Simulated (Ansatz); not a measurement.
An Ansatz (an electronic-structure program) input for (MgSe)7/(CdSe)7 rock salt (110) superlattice on CdSe (CdSe held in this type, which need not be the stable form):

Ansatz 0.2 input:
```yaml
crystal:
  lattice:
    - [4.056056368, 0.0, 0.0]
    - [0.0, 5.739040247, 0.0]
    - [0.0, 0.0, 27.567564999]
  atoms:
    - { symbol: Mg, position: [0.0, 0.0, -0.00159315] }
    - { symbol: Se, position: [0.0, 0.5, -0.000154305] }
    - { symbol: Mg, position: [0.5, 0.5, 0.068145676] }
    - { symbol: Se, position: [0.5, 0.0, 0.067726491] }
    - { symbol: Mg, position: [0.0, 0.0, 0.137019804] }
    - { symbol: Se, position: [0.0, 0.5, 0.137254003] }
    - { symbol: Mg, position: [0.5, 0.5, 0.206403586] }
    - { symbol: Se, position: [0.5, 0.0, 0.206403586] }
    - { symbol: Mg, position: [0.0, 0.0, 0.275787368] }
    - { symbol: Se, position: [0.0, 0.5, 0.275553169] }
    - { symbol: Mg, position: [0.5, 0.5, 0.344661495] }
    - { symbol: Se, position: [0.5, 0.0, 0.345080681] }
    - { symbol: Mg, position: [0.0, 0.0, 0.414400321] }
    - { symbol: Se, position: [0.0, 0.5, 0.412961476] }
    - { symbol: Cd, position: [0.5, 0.5, 0.486218698] }
    - { symbol: Se, position: [0.5, 0.0, 0.484310388] }
    - { symbol: Cd, position: [0.0, 0.0, 0.558854795] }
    - { symbol: Se, position: [0.0, 0.5, 0.559471184] }
    - { symbol: Cd, position: [0.5, 0.5, 0.632964242] }
    - { symbol: Se, position: [0.5, 0.0, 0.632598415] }
    - { symbol: Cd, position: [0.0, 0.0, 0.706403586] }
    - { symbol: Se, position: [0.0, 0.5, 0.706403586] }
    - { symbol: Cd, position: [0.5, 0.5, 0.77984293] }
    - { symbol: Se, position: [0.5, 0.0, 0.780208756] }
    - { symbol: Cd, position: [0.0, 0.0, 0.853952376] }
    - { symbol: Se, position: [0.0, 0.5, 0.853335987] }
    - { symbol: Cd, position: [0.5, 0.5, 0.926588473] }
    - { symbol: Se, position: [0.5, 0.0, 0.928496783] }
basis:
  ecutwfc: 500
  ecutrho_ratio: 4
  xc_grid: 4
kpoints:
  mp_grid: { grid: [8, 6, 1] }
hamiltonian:
  xc: r2scan
  dispersion: none
  pseudopotentials: { kind: paw }
scf:
  n_extra_bands: 28
  occupations: { method: fermi_dirac, width: 0.01 }
  convergence: { dr2_threshold: 0.000000001 }
output:
  eigenstates:
    kpoints:
      - [0, 0, 0]
      - [0, 0, 0.5]
      - [0.5, 0.5, 0]
      - [0.5, 0, 0]
      - [0, 0.5, 0]
    e_range: [-4, 6]
    localisation: true
  eigenvalues: true
```

Method: r2SCAN (plane waves to 500 eV, PAW; Ansatz). Scalar-relativistic, without spin–orbit coupling. Its k-point mesh 8×6×1, Fermi–Dirac width 0.01 eV.

### Question
Write the closing report of this run, without the band table and long remarks, to eight decimals at most.

### Answer
```
SCF converged after 10 iterations
Free energy (F): -148084.924942 eV
Harris-Foulkes:  -148084.924942 eV  (|F-HF|=1.16e-10)
Internal energy: -148084.924942 eV  (E = F + TS)
E sigma→0 (E₀):  -148084.924942 eV
Fermi energy:    8.439443 eV
--- Per-component energies (eV) ---
  E_band       = -11254.875252
  E_kinetic    = 5732.889485
  E_local      = -80792.611760  (includes V_loc(G=0)·N_el)
  E_nonlocal   = -7423.401522
  E_hartree    = 37925.902513
  E_xc         = -2748.550157
  E_vxc        = -3477.659725  (∫ρ·V_xc dr)
  E_paw        = -57777.388706  (= ΣΔE_a)
  E_vpaw       = -1354.724182  (= ΣTr[D̂ρ^β])
  E_aug_tail   = -0.002858  (compensation charges beyond the density's cutoff)
  E_vtau       = 208.831963  (kinetic-family band-sum trace: ∫τ·v_τ [+ j·A + Jᵃ·Aᵃ] dr)
  E_ewald      = -42972.918301
  E_core_change = -28.843635  (= ΣΔE_core)
  E_smearing   = 0.000000  (= −TS)
  E_closure    = 0.000000  (closes the sum)
  Σ components = -148084.924942   (vs F -148084.924942, Δ=0.00e0)
```

Cost: very roughly 4 core-minutes.
